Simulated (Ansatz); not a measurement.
An Ansatz (a first-principles code) input (Kohn–Sham DFT with the r2SCAN functional, run in Ansatz with PAW and 500 eV plane waves, scalar-relativistic without spin-orbit coupling, earlier PAW set):

Ansatz 0.2 input:
```yaml
crystal:
  lattice:
    - [0, 2.1166781483, 2.1166781483]
    - [2.1166781483, 0, 2.1166781483]
    - [2.1166781483, 2.1166781483, 0]
  atoms:
    - { symbol: N, position: [0, 0, 0] }
    - { symbol: Ti, position: [0.5, 0.5, 0.5] }
basis: { ecutwfc: 500, ecutrho_ratio: 4, xc_grid: 4, fft_grid_basis: typed }
kpoints: { mp_grid: { grid: [19, 19, 19] } }
hamiltonian:
  xc: r2scan
  dispersion: none
  pseudopotentials: { azcp: { folder: ./paw }, kind: paw }
scf: { occupations: { method: fermi_dirac, width: 0.05 }, convergence: { dr2_threshold: 0.0000000002 } }
output: { forces: true, stress: true }
checkpoint: { write: state.ck, write_every: 1000 }
```

### Question
Which symmetry and how many k-points will the program report, and about how many plane waves at Γ?

### Answer
Space group Fm-3m (ITA 225) with 48 operations, k-points 220 of 6859, and 531 plane waves at Γ.

Stability against distortions was not tested. All final runs are without spin polarisation. An odd electron count without spin: TiN. The cell was made from HfN by this change: Hf → Ti.
